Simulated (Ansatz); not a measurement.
# SiC (space group Pm-3n, No. 223; a hypothetical phase, not in the database extracts checked)

```cif
data_C6Si6
_chemical_formula_sum 'Si6 C6'
_space_group_name_H-M_alt 'P 1'
_space_group_IT_number 1
_cell_length_a 5.33133
_cell_length_b 5.33133
_cell_length_c 5.33133
_cell_angle_alpha 90.000
_cell_angle_beta 90.000
_cell_angle_gamma 90.000
loop_
_space_group_symop_operation_xyz
  'x, y, z'
loop_
_atom_site_label
_atom_site_type_symbol
_atom_site_fract_x
_atom_site_fract_y
_atom_site_fract_z
_atom_site_occupancy
Si1 Si 0.25000 0.00000 0.50000 1
Si2 Si 0.50000 0.25000 0.00000 1
Si3 Si 0.50000 0.75000 0.00000 1
Si4 Si 0.75000 0.00000 0.50000 1
Si5 Si 0.00000 0.50000 0.75000 1
Si6 Si 0.00000 0.50000 0.25000 1
C1 C 0.25000 0.50000 0.00000 1
C2 C 0.00000 0.25000 0.50000 1
C3 C 0.00000 0.75000 0.50000 1
C4 C 0.75000 0.50000 0.00000 1
C5 C 0.50000 0.00000 0.75000 1
C6 C 0.50000 0.00000 0.25000 1
```

The values are results of PBEsol/PAW in Ansatz (a quantum-chemistry and plane-wave program), no spin-orbit coupling, not measurements. k-mesh 5×5×5 (Γ-centred); smearing 0.05 eV (Fermi–Dirac).

| Item | Result |
|---|---|
| Volume per atom | 12.63 Å³ |
| Density | 2.64 g/cm³ |
| Band gap | 1.75 eV, indirect, Γ → Γ–X (75 % along) |
| Electron mass | 0.51 mₑ along k, 0.35 mₑ across |
| Lowest conduction-band minima above the VBM | a point along ⟨100⟩, about 0.4 Å⁻¹ from Γ 1.75 eV; a point along ⟨110⟩, about 0.2 Å⁻¹ from Γ 2.39 eV; a point along ⟨111⟩, about 0.2 Å⁻¹ from Γ 2.45 eV |
| Total energy | -434.095 eV/atom (σ→0; compares only within this code and set-up) |

Masses are band curvatures over ±0.01 Å⁻¹ around the edge. Along k means along the line from Γ to the band edge. Stability against distortions was not tested.
